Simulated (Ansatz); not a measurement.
The reference is InAs in the zinc blende structure (space group F-43m, No. 216).

```
CELL_PARAMETERS angstrom
      0.00000     3.04368     3.04368
      3.04368     0.00000     3.04368
      3.04368     3.04368     0.00000
ATOMIC_POSITIONS crystal
  As 0.75000 0.75000 0.75000
  In 0.00000 0.00000 0.00000
```

Level of theory: plane-wave PAW DFT at the PBEsol level (Ansatz, a quantum-chemistry and plane-wave program, 420 eV), no SOC, earlier PAW set.

For the base:

The band gap comes out as zero. The gap character is absent.

The change: B takes the place of In on all its sites, then cell and atoms are relaxed.

Problem. What happens to the band gap?

Solution. The band gap goes from zero to 1.08 eV.

Problem. Estimate the effect on the hole mass.

Solution. The hole mass (degenerate bands, along [100]) is 0.23 mₑ (at Γ).

Problem. Estimate the effect on the gap character.

Solution. The gap character becomes indirect, Γ → Γ–X (82 % along) (base: absent).

Masses are band curvatures over ±0.01 Å⁻¹ around the edge. Whether these cells are dynamically stable was not tested. All final runs are without spin polarisation. The zero or small gap of InAs can change with the level of theory.
